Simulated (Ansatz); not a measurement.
Take ZnCu2SnS4 (space group I-4, No. 82; a = 5.468 Å, c = 10.935 Å) as the base. Axes: x, y, z lie along a, b, c of the conventional cell.

Computed with PBE (Ansatz, a quantum-chemistry and plane-wave program, PAW, scalar-relativistic without spin-orbit coupling).

Before the change:

Pressure: 0.0 GPa
Shortest interatomic distance: 2.317 Å
Band gap: zero

Perturbation: the cell is stretched by 1.50 % along z with no lateral relaxation, atoms relaxed at fixed cell.

Problem. Estimate the effect on the pressure.

Solution. The pressure (mean of the normal stresses, compression positive) goes from zero to -1.0 GPa.

Problem. How does this affect the shortest interatomic distance?

Solution. The shortest interatomic distance increases by 0.012 Å to 2.329 Å.

Problem. How does this affect the energy relative to the base?

Solution. The energy rises by 1.3 meV/atom.

Problem. How does this affect the band gap?

Solution. The band gap remains zero.

The cells carry an imposed strain or load. Whether these cells are dynamically stable was not tested. The final runs are not spin-polarised. Gaps under 0.05 eV, about the width of the smearing, are given as zero. The zero or small gap of ZnCu2SnS4 can change with the level of theory.
